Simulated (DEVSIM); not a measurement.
Device: Cr/Si3N4/p-Ge capacitor, at 250 K.

```
layer (left to right)  material  thickness (nm)  Na (cm⁻³)
---------------------  --------  --------------  ---------
1                         Si3N4            7.20          -
2                            Ge            2500     5.6e16
```

Metal gate on the left, work function 4.5 eV. Fixed charge at the semiconductor interface 7.3e11 cm⁻² (in units of +e); no interface traps.

Constants are typed, rounded textbook-type inputs, not results; the design itself was drawn at random and stands for no fabricated device. Values at 300 K; Nc and Nv go as T^1.5, mobilities as T to minus their exponent, the gap by Varshni's rule with the affinity fixed.

| parameter | Si3N4 | Ge |
|---|---|---|
| gap (eV) | 5.1 | 0.664 |
| affinity (eV) | 2.1 | 4 |
| permittivity | 7.5 | 16 |
| Nc (cm⁻³) | - | 1.04e19 |
| Nv (cm⁻³) | - | 6e18 |
| Varshni α (eV/K) | - | 0.000477 |
| Varshni β (K) | - | 235 |

Simulated with DEVSIM: 1D Poisson equation in equilibrium, Boltzmann statistics, complete ionisation; no quantum confinement or tunnelling. Metal contacts follow the ideal Schottky-Mott rule: no Fermi-level pinning, no interface dipoles.

The fixed charge was swept, all else fixed.

```tsv
fixed charge (cm^-2)	threshold voltage (band bending 2φF) (V)	flat-band voltage (V)
-6.5e11	0.63	0.02
4e10	0.51	-0.09
7.3e11	0.39	-0.21
1.42e12	0.27	-0.33
2.11e12	[?]	-0.45
```

**Question.** Some entries are withheld; supply them.

**Answer.** 
- 2.11e12, threshold voltage (band bending 2φF) (V): 0.15
